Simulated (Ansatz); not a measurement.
Cells marked so need not be the phases stable at ambient conditions, and some may be hypothetical.

 Where the default PAW files enter, the runs use the earlier of Ansatz's two default sets.

By PBEsol, each system below comes out a metal.

G/A = (e²/h) × open channels of both spins per area, as a mean over 0.1 eV about the Fermi level, without spin-orbit coupling, for the cells as given.

A. TaS2 (P6_3/mmc, not sure to be the ambient phase, 6 atoms a cell, 18.5 Å³ an atom), current normal to (110)
B. W$_{2}$C (P-3m1, not sure to be the ambient phase, 3 atoms a cell, 12.7 Å³ an atom, -10 GPa at this level), current normal to (100)
C. InSb (Fm-3m, rock salt, not sure to be the ambient phase, 2 atoms a cell, 29.0 Å³ an atom, -3 GPa at this level), current normal to (001)
D. Rh (Fm-3m, fcc (Cu type), 1 atom a cell, 13.8 Å³ an atom, -6 GPa at this level), current normal to (110)

Question: Put the candidates in order of ballistic conductance per area, lowest first, for PBEsol (Ansatz, a first-principles code).

Answer: A (0.58 × 10¹⁵ S/m²), C (0.80 × 10¹⁵ S/m²), B (0.93 × 10¹⁵ S/m²), D (2.3 × 10¹⁵ S/m²)
